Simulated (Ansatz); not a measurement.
The starting structures come from a database of crystals and need not be the phases stable at ambient conditions.

Inside the gap of an insulator the Bloch states are evanescent, with a wavenumber k + iκ along the transport direction.

Given:

```
KAs4ClO6
1.0
    9.15915     0.00000     0.00000
    4.57958     9.22368    -0.04740
    4.57958    -0.74489     2.53692
K As Cl O
1 4 1 6
Direct
  0.50000   0.50000   0.50000
  0.53565   0.79769   0.79769
  0.46435   0.20231   0.20231
  0.86898   0.79769   0.79769
  0.13102   0.20231   0.20231
  0.00000   0.00000   0.00000
  0.31495   0.68505   0.18505
  0.68505   0.31495   0.81495
  0.81495   0.68505   0.18505
  0.18505   0.31495   0.81495
  0.81495   0.68505   0.68505
  0.18505   0.31495   0.31495
```

Space group of this cell: P6/mmm. The cell was relaxed by PBE-D3(BJ); by r2SCAN its mean pressure is -2.2 GPa.

Transport runs along the normal of the first two printed cell vectors, the (111) plane of the conventional cell.

The gap is the functional's own, uncorrected, and κ follows it; spin-orbit coupling is left out. Mid-gap values are interpolated between the computed energies.

Problem. Give the band gap and the smallest decay constant κ at mid-gap that Ansatz (an electronic-structure program) with r2SCAN yields.

Solution. Gap 3.89 eV on a 12×12×12 mesh; κ = 0.319 1/Å, at the zone centre.
